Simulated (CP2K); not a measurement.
Band structure of Ca2Ge (Fm-3m, 3 atoms in the cell).

```
Ca2Ge
1.0
    5.18290     0.00000     0.00000
    2.59145     4.48852     0.00000
    2.59145     1.49617     4.23182
Ca Ge
2 1
Cartesian
  7.77434   4.48852   3.17386
  2.59145   1.49617   1.05795
  0.00000   0.00000   0.00000
```

Method of the run: PBEsol, GPW, DZVP-MOLOPT-SR-GTH basis, GTH-PBE potentials (GTH_POTENTIALS) in CP2K.

Settings: CUTOFF = 500 Ry; REL_CUTOFF = 40 Ry; KPOINTS/SCHEME = MONKHORST-PACK 4 4 4; GAMMA_CENTERED = T; XC_FUNCTIONAL = PBE:PBESOL; Ca/BASIS_SET = DZVP-MOLOPT-SR-GTH; Ca/POTENTIAL = GTH-PBE-q10; Ge/BASIS_SET = DZVP-MOLOPT-SR-GTH; Ge/POTENTIAL = GTH-PBE-q4; METHOD = GPW; EPS_DEFAULT = 1e-10; EXTRAPOLATION = USE_GUESS; NGRIDS = 5; SCF_GUESS = ATOMIC.

The starting cell comes from a database of computed structures (which also holds hypothetical and non-ambient phases and stackings), without a prior relaxation at this level. Its lattice was rescaled by a random factor within 2.5 % of one. Values carry the incompleteness of an atom-centred basis. The potentials were made for another functional than the one used.

Task: Predict the gap along the standard path and the places of the band edges.

Result: The gap along the path is 0.53 eV, from a point between K and Γ to X; the smallest direct gap on it is 0.55 eV.

Levels in eV from the top of the valence band on the SCF mesh, bands 9 to 13:
| point | 9 | 10 | 11 | 12 | 13 |
|---|---|---|---|---|---|
| Γ | -6.97 | -0.28 | -0.28 | -0.28 | 1.10 |
| X | -6.29 | -1.90 | 0.00 | 0.00 | 0.55 |
| W | -6.28 | -1.19 | -1.19 | -0.35 | 1.23 |
| K | -6.30 | -1.53 | -0.92 | 0.01 | 1.01 |
| L | -6.44 | -1.92 | 0.00 | 0.00 | 2.36 |
| U | -6.30 | -1.53 | -0.92 | 0.01 | 1.01 |

Higher empty bands are left out: an atom-centred basis made for the valence describes them poorly.
